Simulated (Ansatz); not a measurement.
Reference: NiBi (P6_3/mmc), PBEsol, DFPT electron-phonon coupling, linearised Boltzmann equation (plane waves, PAW, scalar-relativistic; Ansatz, a program for electronic structure); geometry: relaxed with this functional, without spin-orbit coupling.

```xyz
4
Lattice="4.1042 0.0000 0.0000 -2.0521 3.5543 0.0000 0.0000 0.0000 5.1680" Properties=species:S:1:pos:R:3 pbc="T T T"
Ni     0.0000     0.0000     2.5840
Ni     0.0000     0.0000     0.0000
Bi     0.0000     2.3696     1.2920
Bi     2.0521     1.1848     3.8760
```

| Quantity | Value |
|---|---|
| resistivity at 300 K | 9.9 μΩ·cm |
| mean free path at 300 K | 10.2 nm |

### Question
Swap Ni for Pd, keeping the structure type. How do these values move?

### Answer
PdBi (P6_3/mmc): volume per atom 18.8 to 22.1 Å³; resistivity at 300 K rises (9.9 μΩ·cm to 11.7 μΩ·cm); mean free path at 300 K stays about the same (10.2 nm to 9.4 nm).

### Question
Swap Bi for Sb, keeping the structure type. How do these values move?

### Answer
NiSb (P6_3/mmc): volume per atom 18.8 to 16.8 Å³; resistivity at 300 K stays about the same (9.9 μΩ·cm to 8.9 μΩ·cm); mean free path at 300 K rises (10.2 nm to 12.0 nm).

### Question
Replace Ni by Pt on the same sites and relax. What happens?

### Answer
PtBi (P6_3/mmc): volume per atom 18.8 to 22.6 Å³; resistivity at 300 K rises (9.9 μΩ·cm to 11.4 μΩ·cm); mean free path at 300 K stays about the same (10.2 nm to 9.4 nm).

Moves up to 12 % count as about the same. Metals; harmonic phonons alone scatter; means over directions. The mean free path is weighted by the current that each state carries. Halving the electron mesh moves these values by up to 8 %; q meshes are mostly untested. Some of the runs warned that the eigensolver left states short of its tolerance. Spin-orbit coupling is left out.

Formula and space group known from diffraction (Crystallography Open Database), not checked to be the room-temperature form: NiSb (P6_3/mmc), PdBi (P6_3/mmc), PtBi (P6_3/mmc). Computed structure with no diffraction record at hand here (it may be known, metastable or hypothetical): NiBi (P6_3/mmc). Treated as nonmagnetic (a ferromagnetic start lost its moment, other orders weren't tried): NiBi (P6_3/mmc), NiSb (P6_3/mmc). The missing spin-orbit coupling matters most for NiBi (P6_3/mmc), PdBi (P6_3/mmc), PtBi (P6_3/mmc).
